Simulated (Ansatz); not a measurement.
**Response to strain in Os**

Base system: Os in the hcp (Mg type) structure (space group P6_3/mmc, No. 194; relaxed with 0.1 eV smearing).

```
CELL_PARAMETERS angstrom
      2.75433     0.00000     0.00000
     -1.37717     2.38532     0.00000
      0.00000     0.00000     4.34739
ATOMIC_POSITIONS crystal
  Os 0.66667 0.33333 0.75000
  Os 0.33333 0.66667 0.25000
```

Cartesian axes are those of the cell as printed.

Strains are applied to the cell and any free atomic positions relax.

The values are results of Ansatz (a first-principles code), PBE, PAW, cutoff 420 eV, scalar-relativistic without spin-orbit coupling, not measurements.

Notes on the quantities. energy relative to the base: free energy F; pressure: mean of the normal stresses, compression positive.

| case | shortest interatomic distance | energy relative to the base | pressure |
|---|---|---|---|
| base | 2.693 Å | 0 meV/atom | 0.0 GPa |
| uniaxial strain ε_zz = −2.50 % | 2.650 Å | +24 meV/atom | 11.5 GPa |
| uniaxial strain ε_zz = −2.00 % | 2.658 Å | +15 meV/atom | 9.0 GPa |
| uniaxial strain ε_zz = −1.50 % | 2.667 Å | +8.5 meV/atom | 6.6 GPa |
| uniaxial strain ε_zz = −0.50 % | 2.685 Å | +0.9 meV/atom | 2.1 GPa |
| uniaxial strain ε_zz = +0.50 % | 2.702 Å | +0.9 meV/atom | -2.0 GPa |
| uniaxial strain ε_zz = +1.00 % | [?] | [?] | [?] |
| uniaxial strain ε_zz = +1.50 % | 2.720 Å | +7.9 meV/atom | -5.9 GPa |
| uniaxial strain ε_zz = +2.00 % | 2.728 Å | +14 meV/atom | -7.7 GPa |
| uniaxial strain ε_zz = +2.50 % | 2.737 Å | +21 meV/atom | -9.4 GPa |

### Question
Fill in the withheld entries from the trend.

### Answer

- uniaxial strain ε_zz = +1.00 %, shortest interatomic distance: 2.711 Å
- uniaxial strain ε_zz = +1.00 %, energy relative to the base: +3.5 meV/atom
- uniaxial strain ε_zz = +1.00 %, pressure: -4.0 GPa

Stability against distortions was not tested. All final runs are without spin polarisation.
